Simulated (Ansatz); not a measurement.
## LiF: response to strain

The reference is LiF in the rock salt structure (space group Fm-3m, No. 225; a = 4.008 Å). Axes: x, y, z lie along the cube axes.

Strains are applied to the cell and any free atomic positions relax; under biaxial strain the out-of-plane vector relaxes too.

Level of theory: PBEsol (Ansatz, a first-principles code; PAW; 420 eV plane waves; scalar-relativistic without spin-orbit coupling).

Candidates:
(a) biaxial strain +2.08 %, plane normal [111], relaxed out of plane
(b) biaxial strain −1.67 %, plane normal [111], relaxed out of plane
(c) biaxial strain −0.42 %, plane normal [111], relaxed out of plane
(d) biaxial strain +0.83 %, plane normal [111], relaxed out of plane
(e) biaxial strain +2.50 %, plane normal [111], relaxed out of plane

Problem. Order them by out-of-plane strain, highest first.

Solution. (b) biaxial strain −1.67 %, plane normal [111], relaxed out of plane (+0.66 %), (c) biaxial strain −0.42 %, plane normal [111], relaxed out of plane (+0.17 %), (d) biaxial strain +0.83 %, plane normal [111], relaxed out of plane (-0.34 %), (a) biaxial strain +2.08 %, plane normal [111], relaxed out of plane (-0.85 %), (e) biaxial strain +2.50 %, plane normal [111], relaxed out of plane (-1.02 %)

Stability against distortions was not tested.
